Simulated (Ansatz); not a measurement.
This concerns the energy of the reaction as written. Reaction: cell B → cell A. The sign is products less reactants.

Cell A: a sheet of composition Os, 1 atom, square cell of 2.42 Å (5.9 Å²), symmetry P4/mmm, 0.0 Å thick under 16 Å of vacuum, in-plane vectors relaxed; planes from bottom to top: Os; a model cell; spin state with PBE: no moments, k-point mesh 24×24×1.
```
CELL_PARAMETERS angstrom
      2.42449     0.00000     0.00000
      0.00000     2.42449     0.00000
      0.00000     0.00000    16.00000
ATOMIC_POSITIONS crystal
  Os 0.00000 0.00000 0.50000
```

Cell B: a sheet of composition Os, 1 atom, hexagonal cell of 2.56 Å (5.7 Å²), symmetry P6/mmm, 0.0 Å thick under 16 Å of vacuum, in-plane vectors relaxed; planes from bottom to top: Os; a model cell; spin state with PBE: net moment 0.6 μB a cell, k-point mesh 30×30×1.
```
Os
1.0
    2.56044     0.00000     0.00000
   -1.28022     2.21741     0.00000
    0.00000     0.00000    16.00000
Os
1
Direct
  0.00000   0.00000   0.50000
```

Plane-wave PAW calculations with Ansatz (an electronic-structure program), its default PAW set, cutoff 420 eV, 500 eV for r2SCAN. The structures are at rest with PBE; other levels are single points on them. Neutral cells; Fermi-Dirac smearing of at most 0.10 eV in the solids, energies taken to zero width. The lattices are those relaxed with PBE, so at other levels the solids can be strained, which adds to the spread. A dispersion term (D3(BJ), or D4 for r2SCAN) was computed beside these levels and is taken off wherever the name lacks it. Static lattices, no vibrational contributions. The runs are scalar-relativistic, without spin-orbit coupling. No search over spin orders was made beyond those shown. Small moments in a metal shrink under a smearing of 0.1 eV, so the spin state is less sure. Cell A has symmetry P4/mmm and got no random move, so less symmetric positions, which may lie lower, weren't tried. Cell B has symmetry P6/mmm and got no random move, so less symmetric positions, which may lie lower, weren't tried.

### Question
What value does r2SCAN give?

### Answer
0.42 eV, for cell B → cell A.

### Question
How does the value move with the functional?

### Answer
| Method | value (eV) | less r2SCAN |
|---|---|---|
| PBE | 0.35 | -0.07 |

The levels span 0.07 eV, from PBE (0.35) to r2SCAN (0.42).
